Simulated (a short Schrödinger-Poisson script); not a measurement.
**MOS inversion layer, Al2O3 on p-type Si(111)**

System: MOS inversion layer, Al2O3 on p-type Si(111), at 300 K.

```tsv
layer	material	thickness (nm)	Na (cm⁻³)
1	Al2O3	4.1	-
2	Si	200	4.5e18
```

The device is made up for the run: typed textbook-type constants, with dimensions and the other settings drawn at random. Al2O3: permittivity 9, conduction-band edge (eV) 2.7, gap (eV) 6.8, electron mass (mₑ) 0.3. Si: permittivity 11.7, conduction-band edge (eV) 0, gap (eV) 1.124, Nv at 300 K (cm⁻³) 3.1e19.

Channel valleys (confinement mass, in-plane density-of-states mass, number): Δ6 0.258, 0.358, 6. At the gate the conduction-band edge of layer 1 lies 2.97 eV − eVg above the Fermi level of the channel; the field vanishes at the back. Gaps are held at their typed values at every temperature. Mesh 0.03 nm at interfaces.

Solved with a short Schrödinger-Poisson script written for these runs: 1D Poisson equation in equilibrium, electrons quantum, Hartree (BenDaniel-Duke, 12 states a valley, the channel's in-plane mass for all, wave functions free to enter the dielectric), parabolic valleys, classical holes, full ionisation, no traps, pinning or gate leakage.

| Vg (V) | electrons (cm⁻²) | C (μF/cm²) | Δ6 E0 (meV) | Δ6 E1 (meV) |
|---|---|---|---|---|
| 0.7 | 3.06e6 | 0.486 | 409.5 | 597.7 |
| 0.75 | 1.14e7 | 0.479 | 375.5 | 567.1 |
| 0.8 | 4.31e7 | 0.472 | 341.2 | 536.1 |
| 0.85 | 1.64e8 | 0.465 | 306.6 | 504.7 |
| 0.9 | 6.30e8 | 0.460 | 271.8 | 473.1 |
| 0.95 | 2.43e9 | 0.460 | 236.9 | 441.2 |
| 1 | 9.36e9 | 0.475 | 202.0 | 409.4 |
| 1.05 | 3.46e10 | 0.541 | 168.2 | 378.5 |
| 1.1 | 1.12e11 | 0.712 | 137.8 | 350.8 |
| 1.15 | 2.84e11 | 0.952 | 113.7 | 329.0 |
| 1.2 | 5.54e11 | 1.15 | 96.2 | 313.7 |
| 1.25 | 8.96e11 | 1.28 | 83.6 | 303.1 |
| 1.3 | 1.28e12 | 1.37 | 74.1 | 295.4 |
| 1.35 | 1.70e12 | 1.43 | 66.6 | 289.6 |
| 1.4 | 2.14e12 | 1.47 | 60.4 | 285.1 |
| 1.45 | 2.60e12 | 1.50 | 55.2 | 281.6 |
| 1.5 | 3.06e12 | 1.52 | 50.6 | 278.6 |
| 1.55 | 3.53e12 | 1.54 | 46.7 | 276.2 |
| 1.6 | 4.01e12 | 1.56 | 43.1 | 274.2 |

Gate voltages with under 1e6 electrons/cm² are left out.

Subbands count from the Fermi level.
